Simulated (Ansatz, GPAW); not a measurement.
An Ansatz (a program for electronic structure) input for a self-consistent single point of VN (Fm-3m, 2 atoms in the cell) (DFT, PBE, plane waves, default PAW files):

Ansatz 0.2 input:
```yaml
crystal:
  lattice:
    - [0.000000, 2.070000, 2.070000]
    - [2.070000, 0.000000, 2.070000]
    - [2.070000, 2.070000, 0.000000]
  atoms:
    - { symbol: V, position: [0.000000, 0.000000, 0.000000] }
    - { symbol: N, position: [0.500000, 0.500000, 0.500000] }
kpoints:
  mp_grid: { grid: [18, 18, 18] }
hamiltonian:
  xc: pbe
  pseudopotentials: { kind: paw }
scf:
  occupations: { method: gaussian, width: 0.0073 Ry }
output:
  forces: true
  eigenvalues: true
  stress: true
```

Problem. Write the same calculation as an input for GPAW.

Solution. One input that does it (others would too):

```python
from ase import Atoms
from ase.units import GPa
from gpaw import GPAW, PW

atoms = Atoms(['V', 'N'],
              cell=[[0.000000, 2.070000, 2.070000],
                    [2.070000, 0.000000, 2.070000],
                    [2.070000, 2.070000, 0.000000]],
              scaled_positions=[[0.000000, 0.000000, 0.000000],
                                [0.500000, 0.500000, 0.500000]],
              pbc=True)

calc = GPAW(mode=PW(900),
            xc='PBE',
            kpts={'size': (18, 18, 18), 'gamma': True},
            occupations={'name': 'methfessel-paxton', 'width': 0.1, 'order': 0},
            nbands=-10,
            convergence={'forces': 0.001},
            symmetry={'symmorphic': False, 'tolerance': 0.0005},
            maxiter=120,
            txt='-')

atoms.calc = calc

energy = atoms.get_potential_energy()
print('Energy (eV):', round(energy, 6))
forces = atoms.get_forces()
print('Forces (eV/Ang):')
print(forces.round(5))
stress = atoms.get_stress()
print('Stress (GPa, Voigt):', (stress / GPa).round(4))
```

Basis, cutoffs, solver keys and any potentials are the target program's own. This input uses DFT PBE, plane waves, GPAW PAW datasets PBE (gpaw-data 1.0.1). The width in Ry is rounded to four decimals.

The starting cell has typed, rounded lattice constants, without a prior relaxation at this level.
